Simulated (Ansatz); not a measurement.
InSbO3 (model structure, started from the LiNbO3 type, R3c, No. 161, 10 atoms in the cell) was calculated with PBE (PAW; Ansatz, a quantum-chemistry and plane-wave program).

Settings: plane-wave cutoff 520 eV, 12×12×12 k mesh, Fermi–Dirac smearing 0.05 eV, scalar-relativistic PAW data made under PBE.

Cell (relaxed with PBEsol):

InO3Sb is modelled in the trigonal space group R3c, hexagonal axes (No. 161), Pearson symbol hR10. Cell: a = 5.888 Å, b = 5.888 Å, c = 15.001 Å, α = 90.00°, β = 90.00°, γ = 120.00°. In on 6a has 3 O at 2.104 Å and 3 O at 2.287 Å. Sb on 6a is coordinated by 3 O at 2.040 Å (trigonal pyramidal). O on 18b sees 1 Sb at 2.040 Å and 1 In at 2.104 Å and 1 In at 2.287 Å. (Neighbours: up to the widest gap in distance over summed covalent radii, below 1.35, at either atom; cation-cation and far metal-metal contacts left out.)
(The calculation used a cell of 10 atoms; values per cell refer to that cell.)

Question: Estimate the band gap and Γ–Γ gap that the calculation returns.

Answer: 
* **band gap**: 3.07 eV (on the SCF k mesh)
* **Γ–Γ gap**: 3.38 eV

Note: the relaxation could raise the start's symmetry but not lower it, so the cell can be a saddle point; cell and atoms aren't relaxed at this level (largest force component 0.33 eV/Å, pressure 4.9 GPa).

Spin–orbit coupling is not included.

The computed numbers hold no vibrational or temperature effects.

The result took around 70 core-seconds (rough).

A model structure was made by putting elements into a prototype or built by hand; it is no filed structure, need not be a known phase, and can be a saddle point held by its symmetry.
